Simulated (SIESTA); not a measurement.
Band structure of Ni3Pb2Se2 (R-3m, 7 atoms in the cell).

```
CELL_PARAMETERS angstrom
      2.85635     1.64911     4.84348
     -2.85635     1.64911     4.84348
      0.00000    -3.29823     4.84348
ATOMIC_POSITIONS crystal
  Ni 0.00000 0.00000 0.50000
  Ni 0.50000 0.00000 0.00000
  Ni 0.00000 0.50000 0.00000
  Pb 0.00000 0.00000 0.00000
  Pb 0.50000 0.50000 0.50000
  Se 0.72264 0.72264 0.72264
  Se 0.27736 0.27736 0.27736
```

Method: GGA PBEsol, numerical atomic orbitals DZP, PseudoDojo PBEsol standard norm-conserving potentials (rewritten from UPF to PSML) (SIESTA).

Settings: XC.functional = GGA; XC.authors = PBEsol; potentials = PseudoDojo PBEsol standard; PAO.BasisSize = DZP; PAO.EnergyShift = 0.005 Ry; MeshCutoff = 400 Ry; kgrid.MonkhorstPack = 4 4 4; OccupationFunction = MP; OccupationMPOrder = 0; ElectronicTemperature = 1160.45 K; MaxSCFIterations = 150; SCF.Mixer.Method = Pulay; SCF.Mixer.Weight = 0.25; SCF.Mixer.History = 6.

The starting cell comes from a database of computed structures (which also holds hypothetical and non-ambient phases and stackings), without a prior relaxation at this level. Spin-orbit coupling is off. Spin polarisation is off, so a magnetic state, if there is one, cannot be reached. Values carry the incompleteness of an atom-centred basis.

Levels in eV from the Fermi level, bands 54 to 59:
```tsv
point	54	55	56	57	58	59
Γ	-0.85	-0.85	-0.63	-0.39	-0.23	-0.06
L	-0.82	-0.69	-0.46	-0.09	0.23	1.49
B1	-0.83	-0.77	-0.35	-0.23	1.20	1.94
B	-0.83	-0.77	-0.35	-0.23	1.20	1.94
Z	-0.39	-0.21	-0.21	-0.02	-0.02	-0.01
X	-0.77	-0.66	-0.51	-0.43	1.27	1.57
Q	-0.77	-0.66	-0.51	-0.43	1.27	1.57
F	-0.85	-0.70	-0.40	-0.37	0.51	1.87
P1	-0.86	-0.82	-0.20	-0.19	1.25	1.34
P	-0.86	-0.82	-0.20	-0.19	1.25	1.34
```

Bands cross the Fermi level along this path, so the cell is metallic at this level.

Higher empty bands are left out: an atom-centred basis made for the valence describes them poorly.
